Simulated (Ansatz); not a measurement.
The parent structure is TiB2 (space group P6/mmm, No. 191).

```yaml
crystal:
  lattice:
    - [2.99392, 0.00000, 0.00000]
    - [-1.49696, 2.59281, 0.00000]
    - [0.00000, 0.00000, 3.15953]
  atoms:
    - { symbol: Ti, position: [0.00000, 0.00000, 0.00000] }
    - { symbol: B, position: [0.66667, 0.33333, 0.50000] }
    - { symbol: B, position: [0.33333, 0.66667, 0.50000] }
```

Cartesian axes are those of the cell as printed.

Calculations: Kohn–Sham DFT with the LDA functional, run in Ansatz (a first-principles code) with PAW and 420 eV plane waves, spin-orbit coupling left out.

Strains are applied to the cell and any free atomic positions relax; under biaxial strain the out-of-plane vector relaxes too.

One change was made to it. Results:

```tsv
quantity	base	after
volume per atom	8.18 Å³	8.11 Å³
pressure (mean of the normal stresses, compression positive)	0.0 GPa	2.4 GPa
band gap	zero	zero
```

What was done to the base?
(A) biaxial strain +1.00 %, plane normal [001], relaxed out of plane
(B) biaxial strain −0.50 %, plane normal [001], relaxed out of plane
(C) biaxial strain −3.00 %, plane normal [001], relaxed out of plane
(D) biaxial strain +0.50 %, plane normal [001], relaxed out of plane

B, biaxial strain −0.50 %, plane normal [001], relaxed out of plane. For comparison, the pressure in the other runs: biaxial strain +0.50 %, plane normal [001], relaxed out of plane gives -2.3 GPa; biaxial strain −3.00 %, plane normal [001], relaxed out of plane gives 16.2 GPa; biaxial strain +1.00 %, plane normal [001], relaxed out of plane gives -4.6 GPa.

A case with no gap was solved on a k-mesh chosen for an insulator, which is coarse for it. Without a gap, meshes like the base's 13×13×10 leave anisotropic stresses uncertain by several tenths of a GPa, and small strain energies with them. Stability against distortions was not tested. All final runs are without spin polarisation.
